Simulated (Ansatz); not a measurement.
Structures of equal composition on the (111) surface of diamond (C plane on top): (√3x√3)R30° Al adatom at H3; (√3x√3)R30° Al adatom at T4. The slabs share one bottom face, and each structure is named by its start. These are constructed structures in small cells; real faces may alloy, dewet or reconstruct in larger ones, and not all known structures of the face are among them. Slabs of about 10 Å, Fermi-Dirac smearing of 0.025 eV. Bottom of the slabs: H caps. Relaxed from the named starts with such symmetry as they have, on meshes of like density; energies extrapolated to zero smearing; spin only where a row says so; no spin-orbit coupling, no U. Brackets mark spin-polarised runs, whose order is one that fits the cell. Where a second, spin-polarised start was run, the lower counts.

The numbers are results of HSE06, at the PBE geometry (plane waves to 420 eV, PAW; Ansatz, a program for electronic structure), not measurements.

Problem. Put the candidates in order of energy per 1x1 cell, lowest first, for HSE06, at the PBE geometry.

Solution. (√3x√3)R30° Al adatom at T4 (0.000 eV), (√3x√3)R30° Al adatom at H3 (0.079 eV)
